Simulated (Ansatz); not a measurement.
Base system: Rh in the fcc (Cu type) structure (space group Fm-3m, No. 225; a = 3.8320 Å; relaxed with 0.1 eV smearing).

Computed with Ansatz (a quantum-chemistry and plane-wave program) PBE, spin-orbit coupling left out.

Strains are applied to the cell and any free atomic positions relax.

One change was made to it. Results:

```tsv
quantity	base	after
energy relative to the base (free energy F)	0 meV/atom	+37 meV/atom
pressure	0.0 GPa	-12.9 GPa
```

What was done to the base?
A. isotropic strain −1.00 %
B. isotropic strain +2.00 %
C. isotropic strain +1.00 %

B, isotropic strain +2.00 %. For comparison, the energy relative to the base in the other runs: isotropic strain −1.00 % gives +10 meV/atom; isotropic strain +1.00 % gives +9.6 meV/atom.

Whether these cells are dynamically stable was not tested. The final runs are not spin-polarised. Rh lies near a magnetic instability that expansion can trigger; it was not tested.
